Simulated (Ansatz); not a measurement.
## Response to strain in hypothetical P4_2/mnm BP

Start from BP (space group P4_2/mnm, No. 136; a hypothetical phase, not in the database extracts checked).

```
CELL_PARAMETERS angstrom
      5.56855     0.00000     0.00000
      0.00000     5.56855     0.00000
      0.00000     0.00000     3.20543
ATOMIC_POSITIONS crystal
  B  0.32171 0.67829 0.00000
  B  0.67829 0.32171 0.00000
  B  0.82171 0.82171 0.50000
  B  0.17829 0.17829 0.50000
  P  0.31938 0.31938 0.00000
  P  0.68062 0.68062 0.00000
  P  0.18062 0.81938 0.50000
  P  0.81938 0.18062 0.50000
```

Cartesian axes are those of the cell as printed.

Strains are applied to the cell and any free atomic positions relax; under biaxial strain the out-of-plane vector relaxes too.

Calculations: PBE (Ansatz, a first-principles code), no SOC.

| variant | smallest direct gap | band gap | ratio −ε⊥/ε∥ | width of the top valence band |
|---|---|---|---|---|
| base | 1.35 eV | 0.47 eV | – | 3.62 eV |
| biaxial strain −3.82 %, plane normal [001], relaxed out of plane | 0.26 eV | 0.16 eV | 0.26 | 4.00 eV |
| biaxial strain −3.30 %, plane normal [001], relaxed out of plane | 0.42 eV | 0.20 eV | … | 3.95 eV |
| biaxial strain −1.68 %, plane normal [001], relaxed out of plane | 0.90 eV | 0.33 eV | 0.23 | 3.78 eV |
| biaxial strain −0.51 %, plane normal [001], relaxed out of plane | 1.22 eV | … | – | 3.67 eV |

Task: Fill in the withheld entries from the trend.

Result: 
- biaxial strain −3.30 %, plane normal [001], relaxed out of plane, ratio −ε⊥/ε∥: 0.25
- biaxial strain −0.51 %, plane normal [001], relaxed out of plane, band gap: 0.43 eV

No phonon test of stability was made. The zero or small gap of BP under biaxial strain −3.82 %, plane normal [001], relaxed out of plane and BP under biaxial strain −3.30 %, plane normal [001], relaxed out of plane can change with the level of theory.
